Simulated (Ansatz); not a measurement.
The parent structure is CaF₂ (space group Pmc2_1, No. 26; a cell from a computed database, its experimental status unchecked).

```
CELL_PARAMETERS angstrom
      3.46966     0.00000     0.00000
      0.00000     4.10548     0.00000
      0.00000     0.00000     5.87606
ATOMIC_POSITIONS crystal
  Ca 0.00000 0.14409 0.70213
  Ca 0.00000 0.85591 0.20213
  F  0.50000 0.08857 0.97951
  F  0.50000 0.91143 0.47951
  F  0.00000 0.63246 0.85136
  F  0.00000 0.36754 0.35136
```

Levels (all Ansatz, a quantum-chemistry and plane-wave program, PAW): PBEsol (420 eV, scalar-relativistic without spin-orbit coupling); r2SCAN (500 eV, spin-orbit coupling left out).

The geometry is relaxed with PBEsol.

```
Item                          Result
--------------------------  --------
PBEsol pressure             0.00 GPa
PBEsol smallest direct gap   6.73 eV
PBEsol band gap              6.32 eV
```

With r2SCAN at the same geometry, the pressure goes from zero to 0.87 GPa; the smallest direct gap grows by 0.78 eV (6.73 eV → 7.51 eV); the band gap goes up by 0.79 eV to 7.11 eV.

Single points use the geometry relaxed with PBEsol. Their cutoffs differ, which shifts pressures a little. Stability against distortions was not tested.
